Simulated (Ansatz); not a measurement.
The starting structures come from a database of crystals and need not be the phases stable at ambient conditions.

Data:

```
InP
1.0
    4.16811     0.00000     0.00000
   -2.08406     3.60969     0.00000
    0.00000     0.00000     6.83999
In P
2 2
Cartesian
  2.08405   1.20323   3.42136
  0.00000   2.40646   0.00137
  2.08405   1.20323   5.98362
  0.00000   2.40646   2.56363
```

Space group of this cell: P6_3mc, wurtzite. The cell is taken as given.

Level of theory: r2SCAN (plane waves, PAW; Ansatz, a first-principles code).

The current runs along the normal of the first two printed vectors; no spin-orbit coupling. Scaled by the factor s: all lengths (ions clamped). Meshes 12×12×6 and 12×12 across the current in all rows.

```csv
s,mean pressure (GPa),slowest mid-gap decay constant κ (1/Å)
0.98,4.8,?
1.00,0.1,0.073
1.02,-3.5,0.053
```

Question: Take the slope of the slowest mid-gap decay constant κ against ln s from the two given rows, extrapolate to s = 0.98, and say what the run there gives.

Answer: Slope = (0.053 − 0.073) / ln 1.02 = -1.01 1/Å. The line gives 0.073 + (-1.01) × ln 0.98 = 0.093 1/Å. The run gives 0.091 1/Å, 0.002 1/Å under the line, 12 % of the predicted step.
